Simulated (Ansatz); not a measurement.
Quick settings and what they miss: ScPd3 (Pm-3m, 4 atoms in the cell)

Self-consistent single point.

```
ScPd3
1.0
    3.98841     0.00000     0.00000
    0.00000     3.98841     0.00000
    0.00000     0.00000     3.98841
Sc Pd
1 3
Direct
  0.00000   0.00000   0.00000
  0.50000   0.50000   0.00000
  0.00000   0.50000   0.50000
  0.50000   0.00000   0.50000
```

Computed with PBEsol, PAW files made with PBE (plane waves; Ansatz, an electronic-structure program).

Base settings: basis.ecutwfc = 420 eV; kpoints.mp_grid.grid = 8 8 8; hamiltonian.xc = pbesol; hamiltonian.pseudopotentials = {kind: paw} (the program's default PAW files); scf.occupations.method = cold; scf.occupations.width = 0.1 eV.

Tight run (finer mesh or higher cutoff; not a proven limit): basis.ecutwfc: 420 eV → 590 eV; kpoints.mp_grid.grid: 8 8 8 → 11 11 11; scf.convergence.dr2_threshold: default (1e-07 eV) → 1e-09 eV. It gave Fermi level (on the code's own zero) 17.15 eV; pressure -5.52 GPa.

Quick runs, as changes from the base:
- A: the base itself
- B: basis.ecutwfc: 420 eV → 295 eV; kpoints.mp_grid.grid: 8 8 8 → 4 4 4; scf.occupations.method: cold → methfessel_paxton; scf.occupations.width: 0.1 eV → 0.136 eV
- C: kpoints.mp_grid.grid: 8 8 8 → 4 4 4
- D: basis.ecutwfc: 420 eV → 335 eV; kpoints.mp_grid.grid: 8 8 8 → 6 6 6; kpoints.mp_grid.shift: default → 0.5 0.5 0.5
- E: basis.ecutwfc: 420 eV → 250 eV; kpoints.mp_grid.grid: 8 8 8 → 3 3 3
- F: basis.ecutwfc: 420 eV → 250 eV; kpoints.mp_grid.grid: 8 8 8 → 6 6 6; hamiltonian.xc: pbesol → lda [LDA (PW92)]

Energies are extrapolated to zero smearing width, which holds to low order in the width alone.

Dashes: energy of F, another energy zero.

† marks runs with another functional, U, potentials or spin treatment: their distance from the tight run is not a convergence error alone.

The count of work is k-points × plane waves × bands × iterations; it is no time. 

Pressures in the table are Ansatz's without its Pulay estimate, at a fixed set of plane waves; the tight run's value above holds the estimate.

The starting cell comes from a database of computed structures (which also holds hypothetical and non-ambient phases and stackings), without a prior relaxation at this level. Its lattice was rescaled by a random factor within 2.5 % of one. Spin polarisation is off. In the base run, with a pressure of about -6 GPa the cell is away from its equilibrium volume at this level.

| run | energy less tight (meV/atom) | pressure less tight (GPa) | count of work / tight |
|---|---|---|---|
| A | -0.9 | 0.00 | 0.34 |
| B | 129.2 | -14.07 | 0.058 |
| C | -11.0 | 0.18 | 0.096 |
| D | 14.4 | -2.28 | 0.070 |
| E | 1067.5 | -72.66 | 0.018 |
| F† | – | -80.68 | 0.091 |

Among the runs at the tight run's level, the energy misses run from 0.9 to 1067.5 meV/atom.

Keys are those of Ansatz 0.2.
